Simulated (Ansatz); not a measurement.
Start from Nb in the bcc (W type) structure (space group Im-3m, No. 229; a = 3.304 Å; relaxed with 0.1 eV smearing).

Computed with r2SCAN in Ansatz (plane waves to 500 eV, PAW, no SOC).

Base values:

- Pressure = 0.0 GPa

The change: an isotropic linear strain of +1.50 %; the atoms relax in the strained cell.

Q: Estimate the effect on the pressure and energy relative to the base.

A: The pressure goes from zero to -7.2 GPa; the energy rises by 19 meV/atom.

No phonon test of stability was made. All final runs are without spin polarisation.

Ansatz is an electronic-structure program.
